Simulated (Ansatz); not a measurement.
Take CaO in the rock salt structure (space group Fm-3m, No. 225; a = 4.767 Å) as the base. Axes: x, y, z lie along the cube axes.

Perturbation: strain tensor (xx, yy, zz, yz, xz, xy) = (−0.71, −1.73, −0.43, +0.90, +1.53, +0.75) %; the atoms relax in the strained cell.

Levels (all Ansatz, a program for electronic structure, PAW): PBEsol (420 eV, scalar-relativistic without spin-orbit coupling); r2SCAN (500 eV, no SOC); HSE06 (420 eV, no SOC).

One geometry, relaxed with PBEsol, under each level:

```json
[
 {"level": "PBEsol", "band gap": "3.45 eV", "lowest conduction level above the VBM at special points": "V 3.45 eV; U 3.49 eV; T 3.49 eV; Γ 4.95 eV", "pressure": "3.60 GPa"},
 {"level": "r2SCAN", "band gap": "4.10 eV", "lowest conduction level above the VBM at special points": "V 4.10 eV; U 4.14 eV; T 4.15 eV; Γ 5.82 eV", "pressure": "6.03 GPa"},
 {"level": "HSE06", "band gap": "…", "lowest conduction level above the VBM at special points": "…", "pressure": "–"}
]
```

Problem. Give the withheld HSE06 results.

Solution. 
- HSE06, band gap: 5.22 eV
- HSE06, lowest conduction level above the VBM at special points: V 5.22 eV; U 5.26 eV; T 5.27 eV; Γ 6.65 eV

Single points use the geometry relaxed with PBEsol. Their cutoffs differ, which shifts pressures a little. The hybrid gap comes from the SCF mesh plus the semilocal run's edge points and a few special points and is an upper bound. Stability against distortions was not tested. The base started in Cmce and relaxed to Fm-3m at this level. Labels are those of the standard path for the cell's own space group.
